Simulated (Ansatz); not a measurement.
**Element substitutions in Cu3N**

Base system: Cu₃N (space group Pm-3m, No. 221).

```
CELL_PARAMETERS angstrom
      3.76491     0.00000     0.00000
      0.00000     3.76491     0.00000
      0.00000     0.00000     3.76491
ATOMIC_POSITIONS crystal
  N  0.00000 0.00000 0.00000
  Cu 0.50000 0.00000 0.00000
  Cu 0.00000 0.00000 0.50000
  Cu 0.00000 0.50000 0.00000
```

Each row replaces one element on all its sites; cell and atoms are relaxed.

Calculations: DFT with PBEsol, PAW potentials and a 420 eV plane-wave cutoff in Ansatz (a program for electronic structure), no spin-orbit coupling.

```json
[
 {"change": "base", "density": "6.37 g/cm³", "shortest interatomic distance": "1.882 Å"},
 {"change": "Cu → Co", "density": "6.72 g/cm³", "shortest interatomic distance": "1.806 Å"},
 {"change": "Cu → Zn", "density": "5.19 g/cm³", "shortest interatomic distance": "2.033 Å"},
 {"change": "N → O", "density": "5.81 g/cm³", "shortest interatomic distance": "1.947 Å"}
]
```

Whether these cells are dynamically stable was not tested. As relaxed here, Co3N, Zn3N and Cu3O are hypothetical phases, not in the database extracts checked. No Hubbard U is applied and the magnetic state is the run's own (Cu3O not spin-polarised); other magnetic orders, which need larger cells, were not tried and can change the gap. Spin-polarised in the final run: Co3N; the other runs are not. An odd electron count without spin: Zn3N and Cu3O. Zn3N has a high density of states at the Fermi level and may be magnetic at this level.
